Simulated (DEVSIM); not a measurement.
## illuminated Si n-on-p cell, one wavelength, with a back-surface field

Structure: illuminated Si n-on-p cell, one wavelength, with a back-surface field, at 300 K.

```
layer (left to right)  material  thickness (μm)  Nd (cm⁻³)  Na (cm⁻³)   τn (s)  τp (s)  absorption coefficient (cm⁻¹)
---------------------  --------  --------------  ---------  ---------  -------  ------  -----------------------------
1                            Si           0.100     5.2e17          -  0.00058  0.0002                          29000
2                            Si            41.0          -     2.5e17   0.0009  0.0009                          29000
3                            Si            1.50          -     2.6e18   0.0009  0.0009                          29000
```

Left contact: ohmic, minority hole recombination velocity 300 cm/s. Right contact: ohmic, minority electron recombination velocity 80000 cm/s. Voltage is applied to the left contact. Recombination: SRH at mid-gap, radiative, Auger. Light enters at the left, 1e17 photons cm⁻² s⁻¹, one pass, no reflection. Mobility is μmin + (μ − μmin)/(1 + (N/Nref)^α).

Constants are typed, rounded textbook-type inputs, not results; the design itself was drawn at random and stands for no fabricated device. Values at 300 K.

```csv
parameter,Si
gap (eV),1.124
affinity (eV),4.05
permittivity,11.7
Nc (cm⁻³),2.86e19
Nv (cm⁻³),3.1e19
μn (cm²/Vs),1417
μp (cm²/Vs),470
"μn,min",52
"μp,min",45
"Nref,n",9.7e16
"Nref,p",2.2e17
αn,0.68
αp,0.72
B (cm³/s),4.7e-15
Cn (cm⁶/s),2.8e-31
Cp (cm⁶/s),9.9e-32
```

Simulated with DEVSIM: 1D drift-diffusion, Boltzmann statistics, complete ionisation; no tunnelling, impact ionisation, image-force lowering or self-heating.

The potential step across the device at zero bias is 0.956 V, the dark forward voltage at 1 A/cm² is 0.771 V and the dark forward voltage at 100 A/cm² is 0.897 V. The short-circuit current is 16.0 mA/cm² and the open-circuit voltage is 0.664 V. The fill factor is 0.84 and the largest power comes out as 8.90 mW/cm². The share of generated pairs collected at short circuit is 0.996.

Current under light (generator sign):

```tsv
V (V)	J (mA/cm²)
0.00	16.0
0.10	16.0
0.20	16.0
0.30	16.0
0.40	16.0
0.52	15.9
0.54	15.8
0.56	15.7
0.58	15.4
0.60	14.6
0.62	13.1
0.64	9.73
0.66	2.46
0.68	-13.3
```

Dark forward current:

(V (V), J (A/cm²)): (-0.25, -1.8e-9); (-0.30, -1.2e-8); (-0.35, -8.4e-8); (-0.40, -5.8e-7); (-0.45, -4.0e-6); (-0.50, -2.8e-5); (-0.55, -0.00019); (-0.60, -0.0013); (-0.65, -0.0092); (-0.70, -0.063); (-0.75, -0.44); (-0.80, -3.0); (-0.85, -19); (-0.90, -110); (-0.95, -480); (-1.00, -1500); (-1.05, -3300)
